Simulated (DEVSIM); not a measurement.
Device: Co/SiON/n-Si capacitor, at 300 K.

| layer (left to right) | material | thickness (nm) | Nd (cm⁻³) |
|---|---|---|---|
| 1 | SiON | 29.0 | - |
| 2 | Si | 720 | 6.4e17 |

Metal gate on the left, work function 5 eV. Fixed charge at the semiconductor interface 5e11 cm⁻² (in units of +e); no interface traps.

This is a model device: material constants are rounded textbook-type values typed into the input, and sizes, dopings and lifetimes were drawn at random. Values at 300 K.

```tsv
parameter	SiON	Si
gap (eV)	7	1.124
affinity (eV)	1.4	4.05
permittivity	5.5	11.7
Nc (cm⁻³)	-	2.86e19
Nv (cm⁻³)	-	3.1e19
```

DEVSIM, 1D Poisson equation in equilibrium, Boltzmann statistics, complete ionisation; no quantum confinement or tunnelling. Metal contacts follow the ideal Schottky-Mott rule: no Fermi-level pinning, no interface dipoles.

The SiON thickness was swept, all else fixed.

```json
[
 {"SiON thickness (μm)": "0.012", "capacitance of the dielectric stack (μF/cm²)": "0.406", "flat-band voltage (V)": "0.65", "minimum of the low-frequency capacitance (μF/cm²)": "0.164"},
 {"SiON thickness (μm)": "0.016", "capacitance of the dielectric stack (μF/cm²)": "0.304", "flat-band voltage (V)": "0.59", "minimum of the low-frequency capacitance (μF/cm²)": "…"},
 {"SiON thickness (μm)": "0.02", "capacitance of the dielectric stack (μF/cm²)": "0.243", "flat-band voltage (V)": "0.52", "minimum of the low-frequency capacitance (μF/cm²)": "0.127"},
 {"SiON thickness (μm)": "0.025", "capacitance of the dielectric stack (μF/cm²)": "0.195", "flat-band voltage (V)": "0.44", "minimum of the low-frequency capacitance (μF/cm²)": "0.112"},
 {"SiON thickness (μm)": "0.029", "capacitance of the dielectric stack (μF/cm²)": "0.168", "flat-band voltage (V)": "0.37", "minimum of the low-frequency capacitance (μF/cm²)": "0.103"},
 {"SiON thickness (μm)": "0.035", "capacitance of the dielectric stack (μF/cm²)": "0.139", "flat-band voltage (V)": "0.28", "minimum of the low-frequency capacitance (μF/cm²)": "0.0910"}
]
```

**Question.** Complete the blanks.

**Answer.** 
- 0.016, minimum of the low-frequency capacitance (μF/cm²): 0.142
